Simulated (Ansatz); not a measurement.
# Fermi-surface data of Rh (Fm-3m)

Given:

```yaml
crystal:
  lattice:
    - [0.00000, 1.87012, 1.87012]
    - [1.87012, 0.00000, 1.87012]
    - [1.87012, 1.87012, 0.00000]
  atoms:
    - { symbol: Rh, position: [0.00000, 0.00000, 0.00000] }
```

The numbers are results of PBEsol, rigid bands (plane waves, PAW, scalar-relativistic; Ansatz, a quantum-chemistry and plane-wave program), not measurements. Condition of this run: hydrostatic pressure 10 GPa (the target of the relaxation). Geometry: cell and atoms relaxed with PBEsol, then loaded as said.

```json
{
 "density of states at the Fermi level": "1.17 states/(eV·cell), both spins",
 "bare Sommerfeld coefficient": "2.8 mJ/(mol of atoms·K²)",
 "drude_plasma_energy": "10.5 eV",
 "root-mean-square Fermi velocity": "6.9e5 m/s",
 "resistivity times τ": "4.4 ×10⁻²² Ω·m·s",
 "resistivity_times_mean_free_path": "3.2 ×10⁻¹⁶ Ω·m²"
}
```

A metal at this level (no band gap); rigid bands, thermally averaged at 300 K, both spins. Spin-orbit coupling is left out. τ is one relaxation time for all states; the product of resistivity and mean free path takes one path for all states instead.
